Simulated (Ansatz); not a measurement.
# How the band gap of MgO (model structure, Fm-3m, No. 225, 6 atoms in the cell) moves with the method

No measured value is used here.

| level (code) | value (eV) | cell (Å³/atom) |
|---|---|---|
| LDA (Ansatz) | 4.64 (direct) | 9.36 |
| PBE (Ansatz) | 4.46 (direct) | 9.62 |
| PBEsol (Ansatz) | 4.62 (direct) | 9.36 |
| PBE-D3(BJ) (Ansatz) | 4.77 (direct) | 9.31 |
| r²SCAN (Ansatz) | 5.68 (direct) | 9.29 |
| HSE06 (Ansatz) | 6.46 (direct) | 9.36 |
| G0W0@PBEsol (Ansatz) | 7.51 (direct) | 9.36 |

Computed values are for a static lattice.  HSE06: the gap is read on the k mesh or supercell of the run alone and can be too large. Values are at the level's own relaxed cell; LDA at the PBEsol cell; HSE06 at the PBEsol cell; G0W0@PBEsol at the PBEsol cell. Cutoffs and k meshes differ between the levels. Ansatz's density-functional and Hartree–Fock values are scalar-relativistic unless marked +SOC, with PAW data made under PBE.

A model structure was made by putting elements into a prototype or built by hand; here it ended with the formula and space group of a phase in our tables.

Ansatz is an electronic-structure program.
